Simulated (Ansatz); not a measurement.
## Lattice constant a of WS (model structure, started from the WC type, P-6m2, No. 187, 2 atoms in the cell) at several levels of theory

No measured value is used here.

```json
[
 {"level (code)": "LDA (Ansatz)", "value (Å)": "3.074"},
 {"level (code)": "PBE (Ansatz)", "value (Å)": "3.120"},
 {"level (code)": "PBEsol (Ansatz)", "value (Å)": "3.085"},
 {"level (code)": "r²SCAN (Ansatz)", "value (Å)": "3.147"}
]
```

The crystal itself was run without spin with LDA, PBE, PBEsol, r²SCAN; a magnetic state was not tried in these runs. Density-functional levels without +SOC have no spin–orbit coupling. LDA, PBE, PBEsol, r²SCAN: the run has no spin polarisation, so it can have missed a magnetic state. Cutoffs differ between the levels. Ansatz's density-functional and Hartree–Fock values are scalar-relativistic unless marked +SOC, with PAW data made under PBE.

A model structure was made by putting elements into a prototype or built by hand; it is no filed structure, need not be a known phase, and can be a saddle point held by its symmetry.

Ansatz is a quantum-chemistry and plane-wave program.
